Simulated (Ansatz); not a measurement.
The parent structure is WC (space group P-6m2, No. 187; a = 2.9127 Å, c = 2.8354 Å; relaxed with 0.1 eV smearing). Axes: x lies along a and z along c of the hexagonal cell.

Method: r2SCAN, PAW, 500 eV (Ansatz, an electronic-structure program; no spin-orbit coupling).

Base values:

| Item | Result |
|---|---|
| Shortest interatomic distance | 2.199 Å |

One thing is altered: tensor shear ε_xz = +0.57 % (engineering shear γ = 0.0114); the atoms relax in the strained cell.

### Question
Estimate the effect on the stress.

### Answer
The stress (xx, yy, zz, yz, xz, xy; compression positive) comes out as (0.1, 0.0, 0.1, 0.0, -3.6, 0.0) GPa.

### Question
Predict the new energy relative to the base.

### Answer
The energy grows by 1.3 meV/atom.

### Question
What does the calculation give for the shortest interatomic distance after the change?

### Answer
The shortest interatomic distance shrinks by 0.0107 Å, from 2.199 Å to 2.189 Å.

Stability against distortions was not tested. The final runs are not spin-polarised.
